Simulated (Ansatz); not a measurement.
We consider LiH (model structure, started from the NiAs type, P6₃/mmc, No. 194, 4 atoms in the cell), described by PBEsol (Ansatz, an electronic-structure program, plane waves, PAW).

Settings: plane-wave cutoff 520 eV, 18×18×8 k mesh (along the axes of the cell as run), Fermi–Dirac smearing 0.01 eV, scalar-relativistic PAW data made under PBE.

Cell (relaxed with PBEsol):

```cif
data_H2Li2
_chemical_formula_sum 'Li2 H2'
_space_group_name_H-M_alt 'P 1'
_space_group_IT_number 1
_cell_length_a 2.75996
_cell_length_b 2.75996
_cell_length_c 4.85935
_cell_angle_alpha 90.000
_cell_angle_beta 90.000
_cell_angle_gamma 120.000
loop_
_space_group_symop_operation_xyz
  'x, y, z'
loop_
_atom_site_label
_atom_site_type_symbol
_atom_site_fract_x
_atom_site_fract_y
_atom_site_fract_z
_atom_site_occupancy
Li1 Li 0.00000 0.00000 0.00000 1
Li2 Li 0.00000 0.00000 0.50000 1
H1 H 0.33333 0.66667 0.25000 1
H2 H 0.66667 0.33333 0.75000 1
```

Task: Predict the band gap, smallest direct gap on the k points sampled and direct gap at Γ.

Result: 
- band gap: 4.12 eV (indirect)
- smallest direct gap on the k points sampled: 4.78 eV
- direct gap at Γ: 7.50 eV

Note: the relaxation could raise the start's symmetry but not lower it, so the cell can be a saddle point.

The computed numbers hold no vibrational or temperature effects.

A model structure was made by putting elements into a prototype or built by hand; it is no filed structure, need not be a known phase, and can be a saddle point held by its symmetry.
